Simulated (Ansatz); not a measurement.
## Lattice parameter a of CoAl (model structure, Fm-3m, No. 225, 2 atoms in the cell) at several levels of theory

No measured value is used here.

| level (code) | value (Å) |
|---|---|
| LDA (Ansatz) | 4.679 |
| PBE (Ansatz) | 4.788 |
| PBEsol (Ansatz) | 4.732 |
| r²SCAN (Ansatz) | 4.734 |

Spin-polarised start: LDA, PBE, PBEsol, r²SCAN. LDA, PBE, PBEsol, r²SCAN: the starting moments vanished in the run, and other orders were not tried. Cutoffs differ between the levels. Ansatz's density-functional and Hartree–Fock values are scalar-relativistic unless marked +SOC, with PAW data made under PBE.

A model structure was made by putting elements into a prototype or built by hand; it is no filed structure, need not be a known phase, and can be a saddle point held by its symmetry.

Ansatz is a first-principles code.
